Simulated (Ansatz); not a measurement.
Given:

```
GaAs
1.0
    0.00000     2.82948     2.74459
    2.82948     0.00000     2.74459
    2.82948     2.82948     0.00000
Ga As
1 1
Direct
  0.00000   0.00000   0.00000
  0.25000   0.25000   0.25000
```

No spin polarisation.

Level of theory: PBEsol/PAW in Ansatz (an electronic-structure program), scalar-relativistic without spin-orbit coupling. k-mesh 10×10×10 (Γ-centred); smearing 0.05 eV (Fermi–Dirac).

Q: Estimate the valence-band top at Γ (three highest levels, from the VBM).

A: 0.00, -0.17, -0.17 eV.

Q: Estimate the gap character.

A: Direct at Γ.

The cells carry an imposed strain or load. Stability against distortions was not tested. The cell was made from GaAs in the zinc blende structure (space group F-43m, No. 216) by this change: uniaxial strain ε_zz = −3.00 %.
